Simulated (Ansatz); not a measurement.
Troubleshooting Ansatz (a program for electronic structure): a failed run on Co (P6_3/mmc, 4 atoms in the cell). The aim is a self-consistent single point with DFT, PBE, plane waves, default PAW files.

Cell that was meant: a = 2.5089 Å, b = 2.5089 Å, c = 8.2136 Å, α = 90.00°, β = 90.00°, γ = 120.00°.

Part of the input:

Ansatz 0.2 input:
```yaml
  spin_polarized: true
scf:
  occupations: { method: gaussian, width: 0.1 eV }
  max_iter: 2
output:
  forces: true
  eigenvalues: true
```

Output (repeated stretches shortened):

```
SCF iter   1: F=—  HF=-20504.041562 eV  |F-HF|=—  |Δ(HF+E_count)|=         —  Δρ=1.77e-1 (↑1.77e-1 ↓6.61e-2)  dr2=4.46e0  dr2_m=5.59e0  M=7.320 μB ∫|m|=7.665 μB  β_m=0.30  ethr=3.10e-3  ⟨swp⟩=5.4  Hψ=25697  notcnv=0
Mixer restart at iter 1: flushing history
all-band conjugate gradients solve this SCF's bands
preconditioner: auto → Kerker (q_TF=auto, 2.925 Å⁻¹)
spin=Collinear: Kerker preconditioning applied to the charge; magnetization (m = ρ↑ − ρ↓) channel mixes plain (no charge-response kernel on spin).
SCF iter   2: F=—  HF=-20502.379945 eV  |F-HF|=—  |Δ(HF+E_count)|=    1.66e0  Δρ=9.20e-2 (↑9.20e-2 ↓7.09e-2)  dr2=2.95e-1  dr2_m=2.68e0  M=7.234 μB ∫|m|=7.657 μB  β_m=0.49  ethr=3.10e-3  ⟨swp⟩=5.3  Hψ=18854  notcnv=0
Error: did not converge after 2 iterations: magnetization_residual = 2.68e0 (threshold 1.00e-7), under the density mixer `msr1`, which `scf.mixing.algorithm: auto` chose by the deck's other keys (type `scf.mixing.algorithm: msr1` to keep it); raise `scf.max_iter`, which need not help a stalled SCF, or adjust the mixing (`scf.mixing`) or, under a smearing, its width (`scf.occupations.width`, in either direction: another width is another result); this SCF holds its density and magnetisation to the symmetry operations that it keeps, and cannot end on a state that breaks one of them: if the state sought breaks one, re-run with `crystal.symmetry.detect: false`, without [...]
```

Q: What is wrong, and how is it fixed?

A: The fault is an iteration limit that is too low. The loop is cut before its threshold is met, so whatever is printed at the end is not self-consistent. To fix it, raise the limit, or leave it to the default. The run ended unconverged after 2 iterations.

An input that runs soundly differs in these lines (not the only fix; some lines may just follow from the change or write a value another way):
```diff
-  max_iter: 2
```

With that input, the run converged in 14 iterations: free energy E − TS (on the zero of these files) -20504.5927 eV; Fermi level (on the code's own zero) 18.08 eV; pressure -5.17 GPa; size of the cell's spin moment 6.72 μB (DFT, PBE, plane waves, default PAW files).

On the sound input: the starting cell comes from a database of computed structures (which also holds hypothetical and non-ambient phases and stackings), without a prior relaxation at this level. Its lattice was rescaled by a random factor within 2.5 % of one. The magnetic order is the one reached from the typed start; others were not searched systematically. With a pressure of about -5 GPa the cell is away from its equilibrium volume at this level. Ansatz's pressure includes its estimate of the finite-basis (Pulay) stress.
